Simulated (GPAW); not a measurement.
Band structure of K (Im-3m, 1 atom in the cell).

```
CELL_PARAMETERS angstrom
     -2.67058     2.67058     2.67058
      2.67058    -2.67058     2.67058
      2.67058     2.67058    -2.67058
ATOMIC_POSITIONS crystal
  K  0.00000 0.00000 0.00000
```

Level of theory: PBE, GPAW PAW datasets PBE (gpaw-data 1.0.1) (plane waves; GPAW 25.7.0).

Settings: mode = pw; ecut = 550 eV; xc = PBE; kpts = 12 12 12; mesh shift (steps) = 0 0 0; occupations.name = methfessel-paxton; occupations.width = 0.1 eV; occupations.order = 0; nbands = -7; symmetry.symmorphic = false; symmetry.tolerance = 0.0005; maxiter = 100; bandpath_npoints = 40.

The starting cell comes from a database of computed structures (which also holds hypothetical and non-ambient phases and stackings), without a prior relaxation at this level. Its lattice was rescaled by a random factor within 2.5 % of one.

Levels in eV from the Fermi level, bands 1 to 8:
| point | 1 | 2 | 3 | 4 | 5 | 6 | 7 | 8 |
|---|---|---|---|---|---|---|---|---|
| Γ | -32.12 | -15.60 | -15.60 | -15.60 | -2.09 | 4.25 | 4.25 | 4.25 |
| H | -32.11 | -15.64 | -15.64 | -15.64 | 1.70 | 1.70 | 3.39 | 3.39 |
| N | -32.11 | -15.66 | -15.62 | -15.60 | 0.46 | 0.68 | 3.16 | 4.77 |
| P | -32.11 | -15.63 | -15.63 | -15.63 | 1.47 | 1.47 | 1.47 | 2.95 |

Bands cross the Fermi level along this path, so the cell is metallic at this level.
